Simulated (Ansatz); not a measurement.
The reference is CsI in the CsCl type structure (space group Pm-3m, No. 221; a = 4.610 Å).

One thing is altered: an isotropic linear strain of −5.13 %, atoms relaxed at fixed cell.

Calculations: r2SCAN in Ansatz (plane waves to 500 eV, PAW, no spin-orbit coupling).

Base, band edges from the VBM (valence, conduction): M 0.00, 4.77; R -1.24, 7.66; X -0.22, 5.68; Γ -0.09, 4.51 eV.

Q: Give the band edges at the high-symmetry points of the new zone, measured from its valence-band maximum.

A: 
```csv
point,valence edge (eV),conduction edge (eV)
Γ,-0.05,4.40
X,-0.31,5.59
M,0.00,4.75
R,-1.66,8.25
```

The gap is 4.40 eV, indirect, M → Γ.

Spin-orbit coupling, missing from the scalar runs, can matter with I. Whether these cells are dynamically stable was not tested.

Ansatz is a program for electronic structure.
